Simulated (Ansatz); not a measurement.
Base system: Ru in the hcp (Mg type) structure (space group P6_3/mmc, No. 194; a = 2.7222 Å, c = 4.2908 Å).

(Cell as relaxed with PBE.)

Levels (all Ansatz, an electronic-structure program, PAW): PBE (420 eV, no SOC); PBEsol (420 eV, without spin-orbit coupling).

Each level relaxes its own structure.

```json
[
 {"base": "volume per atom", "PBE": "13.77 Å³", "PBEsol": "13.32 Å³"},
 {"base": "lattice parameter a", "PBE": "2.722 Å", "PBEsol": "2.692 Å"},
 {"base": "band gap", "PBE": "zero", "PBEsol": "zero"}
]
```

Modification: cell and atoms relaxed at a pressure of 7 GPa.

| quantity | PBE | PBEsol |
|---|---|---|
| shortest interatomic distance | 2.641 Å | … |
| c/a ratio | 1.578 | … |
| band gap | zero | … |

What does PBEsol give?


- shortest interatomic distance, PBEsol: 2.615 Å
- c/a ratio, PBEsol: 1.579
- band gap, PBEsol: zero

PBE's shortest interatomic distance lies 0.0266 Å above PBEsol's (1.0 %); the two agree on the band gap. Neither level is exact; PBEsol is the comparison here, not a measurement.

Load acts through the strain it causes; cell and atoms are relaxed under it. Stability against distortions was not tested. Competing high-pressure phases were not computed. All final runs are without spin polarisation.
